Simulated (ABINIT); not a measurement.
## Relaxation of cell and atoms of Ca (Fm-3m, 1 atom in the cell) at several settings

```
Ca
1.0
    0.00000     2.74352     2.74352
    2.74352     0.00000     2.74352
    2.74352     2.74352     0.00000
Ca
1
Cartesian
  0.00000   0.00000   0.00000
```

Base: PBEsol, PAW (JTH v2.0 PBE PAW, files made for PBE) (ABINIT 10.0.3). Its settings: pseudos = [Ca.GGA_PBE-JTH.xml]; ecut = 20 Ha; pawecutdg = 40 Ha; pawxcdev = 0; ixc = -116133; occopt = 7; tsmear = 0.2 eV; ngkpt = 8 8 8; nshiftk = 1; shiftk = 0 0 0; potentials = JTH v2.0 PBE PAW; nband = 10; kptopt = 1; nstep = 100; toldfe = 1e-09 Ha. Starting volume 41.30 Å³ per atom.

Each line gives the change from the base single point and the result:

- ecut: 20 Ha → 12 Ha; pawecutdg: 40 Ha → 24 Ha; toldfe: 1e-09 Ha → default; tolvrs: default → 1e-11; ionmov: default → 22; ntime: default → 40; tolmxf: default → 0.0002 Ha/bohr; optcell: default → 2; dilatmx: default → 1.08; ecutsm: default → 0.5 Ha: pressure 0.00 GPa; final cell a = 3.8580 Å, b = 3.8580 Å, c = 3.8580 Å, α = 60.00°, β = 60.00°, γ = 60.00°; final volume per atom 40.61 Å³; relaxation steps 6; free energy against the base single point 73.5 meV/atom.
- toldfe: 1e-09 Ha → default; tolvrs: default → 1e-11; ionmov: default → 22; ntime: default → 40; tolmxf: default → 0.0002 Ha/bohr; optcell: default → 2; dilatmx: default → 1.08; ecutsm: default → 0.5 Ha: pressure 0.00 GPa; final cell a = b = c = 3.8572 Å, α = β = γ = 60.00°; final volume per atom 40.58 Å³; relaxation steps 6; free energy against the base single point -0.3 meV/atom.
- ecut: 20 Ha → 28 Ha; pawecutdg: 40 Ha → 56 Ha; toldfe: 1e-09 Ha → default; tolvrs: default → 1e-11; ionmov: default → 22; ntime: default → 40; tolmxf: default → 0.0002 Ha/bohr; optcell: default → 2; dilatmx: default → 1.08; ecutsm: default → 0.5 Ha: pressure 0.00 GPa; final cell a = b = c = 3.857 Å, α = β = γ = 60.00°; final volume per atom 40.59 Å³; relaxation steps 6; free energy against the base single point -3.8 meV/atom.

The starting cell comes from a database of computed structures (which also holds hypothetical and non-ambient phases and stackings), without a prior relaxation at this level. Its lattice was rescaled by a random factor within 2.5 % of one. The potentials were made for another functional than the one used.
